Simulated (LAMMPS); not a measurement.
MD of Al (fcc) at zero pressure, 2048 atoms, as a liquid; each row is its own run.

Method: classical MD, pair style eam/alloy, file Al_zhou.eam.alloy, run in LAMMPS.

```csv
T (K),volume (Å³/atom)
510,18.480
650,18.771
840,19.126
930,19.279
1030,19.452
1170,19.675
1210,19.741
1310,19.894
1490,20.159
```

Q: Fit a straight line, y = a + b x, to these rows (x is the first column, y the second) and predict the run at x = 750.

A: Least squares gives a = 17.662 and b = 0.001709. At x = 750 the fit predicts 18.944 Å³/atom. The run itself gave 18.967 ± 0.002 Å³/atom, so the fit is 0.12 % low.

Caution (row 510): this liquid lies under the melting point of about 650 K that EAM-type Al_zhou.eam.alloy gives, so it is undercooled.
